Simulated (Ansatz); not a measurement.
The parent structure is BN (space group P6_3/mmc, No. 194; a = 2.500 Å, c = 6.412 Å; layered, stacked along the Cartesian z axis). Axes: x lies along a and z along c of the hexagonal cell.

Calculations: DFT with PBEsol-D3(BJ), PAW potentials and a 420 eV plane-wave cutoff in Ansatz (a program for electronic structure), no SOC.

Now apply this change: the cell is stretched by 0.60 % along x with no lateral relaxation, atoms relaxed at fixed cell.

Problem. Predict the stress tensor and what it implies for the stiffness.

Solution. Stress of the strained cell less that of the base (GPa, compression positive):
```
  -5.38    0.00    0.00
   0.00   -1.27    0.00
   0.00    0.00   -0.01
```

Then −Δσ_ii/ε with ε = 0.0060 gives relaxed-ion elastic constants: C11 ≈ 897 GPa and C12 ≈ 211 GPa.

Whether these cells are dynamically stable was not tested.
